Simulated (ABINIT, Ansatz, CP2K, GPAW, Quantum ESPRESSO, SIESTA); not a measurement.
# Code comparison for TiPt3 (Pm-3m, 4 atoms in the cell)

Self-consistent single point.

```xyz
4
Lattice="3.8739 0.0000 0.0000 0.0000 3.8739 0.0000 0.0000 0.0000 3.8739" Properties=species:S:1:pos:R:3 pbc="T T T"
Ti     0.0000     0.0000     0.0000
Pt     1.9370     1.9370     0.0000
Pt     0.0000     1.9370     1.9370
Pt     1.9370     0.0000     1.9370
```

Shared settings, as Ansatz (a program for electronic structure) writes them: kpoints.mp_grid.grid = 7 7 7; scf.occupations.method = gaussian; scf.occupations.width = 0.272 eV. Potentials and cutoffs stand in the table.

| code | model | pressure (GPa) | cutoff |
|---|---|---|---|
| ABINIT | PBEsol, norm-conserving pseudopotentials (PseudoDojo nc-sr-04 PBEsol standard) | 5.14 | 42 Ha |
| Quantum ESPRESSO | PBEsol, SSSP 1.1.2 efficiency (PBE) pseudopotentials | 5.34 | 50 Ry |
| Ansatz | PBEsol, default PAW files made with PBE | 5.46 | default |
| GPAW | PBEsol, GPAW PAW datasets PBEsol (made by gpaw-setup) | 5.55 | 800 eV |
| CP2K | PBEsol, GPW, DZVP-MOLOPT-SR-GTH basis, GTH-PBE potentials (GTH_POTENTIALS) | 6.34 | grid 600 Ry |
| SIESTA | GGA PBEsol, numerical atomic orbitals DZP, PseudoDojo PBEsol standard norm-conserving potentials (rewritten from UPF to PSML) | 2.42 | grid 400 Ry |

On Ansatz's run: spin-orbit coupling is off. Spin polarisation is off.

The spread over the programs that give each value: pressure within 3.92 GPa.

CP2K and SIESTA use small atom-centred bases, whose incompleteness enters pressures, forces and empty levels differently from a plane-wave cutoff. Ansatz's pressure is given at a fixed set of plane waves, as the other plane-wave codes print theirs; with its correction for the finite basis it is 5.52 GPa. In the pressure, SIESTA (by 2.97) lies more than 1 GPa from the median of the plane-wave programs.

The starting cell comes from a database of computed structures (which also holds hypothetical and non-ambient phases and stackings), without a prior relaxation at this level. Its lattice was rescaled by a random factor within 2.5 % of one.

Left out of this page: Elk and FLEUR (not drawn, or without a comparable value).

Keys are those of Ansatz 0.2.
